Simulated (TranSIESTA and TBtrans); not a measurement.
System: Au rod with one Ta atom on the axis. Leads: fcc Au rod along [100], layers of 5 and 4 atoms, a = 4.16 Å. Geometry: 13 atoms about the centre moved by SIESTA (PBE, SZP) to a largest force of 0.03 eV/Å, all others as built. Transport runs along z; the first 18 and the last 18 of the 72 atoms are the lead cells, repeated to infinity.

```xyz
72
Lattice="14.383 0.000 0.000 0.000 14.383 0.000 0.000 0.000 33.280" Properties=species:S:1:pos:R:3 pbc="F F T"
Au     7.192     7.192     0.000
Au    10.133     7.192     0.000
Au     7.192    10.133     0.000
Au     4.250     7.192     0.000
Au     7.192     4.250     0.000
Au     8.662     8.662     2.080
Au     5.721     8.662     2.080
Au     8.662     5.721     2.080
Au     5.721     5.721     2.080
Au     7.192     7.192     4.160
Au    10.133     7.192     4.160
Au     7.192    10.133     4.160
Au     4.250     7.192     4.160
Au     7.192     4.250     4.160
Au     8.662     8.662     6.240
Au     5.721     8.662     6.240
Au     8.662     5.721     6.240
Au     5.721     5.721     6.240
Au     7.192     4.250     8.320
Au     4.250     7.192     8.320
Au     7.192     7.192     8.320
Au    10.133     7.192     8.320
Au     7.192    10.133     8.320
Au     5.721     5.721    10.400
Au     8.662     5.721    10.400
Au     5.721     8.662    10.400
Au     8.662     8.662    10.400
Au     7.192     4.250    12.480
Au     4.250     7.192    12.480
Au     7.192     7.192    12.480
Au    10.133     7.192    12.480
Au     7.192    10.133    12.480
Au     5.790     5.790    14.461
Au     8.593     5.790    14.461
Au     5.790     8.593    14.461
Au     8.593     8.593    14.461
Au     7.192     4.640    16.640
Au     4.640     7.192    16.640
Ta     7.192     7.192    16.640
Au     9.743     7.192    16.640
Au     7.192     9.743    16.640
Au     5.790     5.790    18.819
Au     8.593     5.790    18.819
Au     5.790     8.593    18.819
Au     8.593     8.593    18.819
Au     7.192     4.250    20.800
Au     4.250     7.192    20.800
Au     7.192     7.192    20.800
Au    10.133     7.192    20.800
Au     7.192    10.133    20.800
Au     5.721     5.721    22.880
Au     8.662     5.721    22.880
Au     5.721     8.662    22.880
Au     8.662     8.662    22.880
Au     7.192     7.192    24.960
Au    10.133     7.192    24.960
Au     7.192    10.133    24.960
Au     4.250     7.192    24.960
Au     7.192     4.250    24.960
Au     8.662     8.662    27.040
Au     5.721     8.662    27.040
Au     8.662     5.721    27.040
Au     5.721     5.721    27.040
Au     7.192     7.192    29.120
Au    10.133     7.192    29.120
Au     7.192    10.133    29.120
Au     4.250     7.192    29.120
Au     7.192     4.250    29.120
Au     8.662     8.662    31.200
Au     5.721     8.662    31.200
Au     8.662     5.721    31.200
Au     5.721     5.721    31.200
```

Run with TranSIESTA and TBtrans (open boundaries, self-consistent; PseudoDojo norm-conserving potentials, scalar-relativistic): Spin polarized, PAO.BasisSize SZP, PAO.EnergyShift 0.15 eV, XC.Authors PBE, Mesh.Cutoff 150 Ry, ElectronicTemperature 300 K, TS.Voltage 0.0 eV, TBT.Elecs.Eta 0.001 eV.

Energies count from the leads' Fermi level. Transmissions are for each spin. The energy step is 0.02 eV; narrower resonances are cut or missed.

```
E (eV)  T up  T down
------  ----  ------
-0.20   2.51    2.52
-0.16   2.57    2.58
-0.12   2.50    2.53
-0.08   2.34    2.37
-0.04   2.14    2.17
0.00    2.04    2.05
0.04    2.11    2.10
0.08    2.28    2.27
0.12    2.43    2.42
0.16    2.53    2.53
0.20    2.59    2.59
```

Problem. Give the zero-bias conductance in μS and the resistance at 300 K.

Solution. At the Fermi level the mean of both spins is (2.04 + 2.05)/2 = 2.04. Averaged with −∂f/∂E over the full grid (kT = 25.9 meV) it is 2.13. With G0 = 2e²/h = 77.48 μS, G = 165 μS and R = 1/G = 6.06 kΩ.

Problem. The eigenchannels at the Fermi level (both spins) transmit 0.994, 0.365, 0.365, 0.315, 0.994, 0.367, 0.367, 0.316. What Fano factor of the shot noise follows at low temperature and bias?

Solution. F = Σ τ(1 − τ)/Σ τ = 1.37/4.08 = 0.34.

Moments were seeded on the central atoms alone, and one start was tried. Moving central atoms between leads that stay as built scatters by itself, most near band edges, so not all of the loss belongs to a defect. Spin-orbit coupling, left out here, matters for the heavy atoms.
